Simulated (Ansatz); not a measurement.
**A computed series for Cu: response to strain**

Take Cu in the fcc (Cu type) structure (space group Fm-3m, No. 225; a = 3.5638 Å; relaxed with 0.1 eV smearing) as the base. Axes: x, y, z lie along the cube axes.

Strains are applied to the cell and any free atomic positions relax; under biaxial strain the out-of-plane vector relaxes too.

Computed with Ansatz (a first-principles code) PBEsol, no spin-orbit coupling.

```tsv
biaxial strain, plane normal [111], relaxed out of plane (%)	out-of-plane strain (%)
-2.5	1.79
-2.08	1.48
-1.67	1.18
-1.25	?
-0.83	0.59
-0.42	0.30
0	0.00
```

**Question.** Fit ε⊥ = −νε + γε² (strains in %) to the rows shown and predict the withheld row.

**Answer.** Least squares on the printed values gives ν = 0.70 (the biaxial Poisson response) and γ = 0.005 (largest residual 0.01 %); this predicts 0.88 %, and the run gives 0.89 %, in agreement.

Stability against distortions was not tested. The final runs are not spin-polarised.
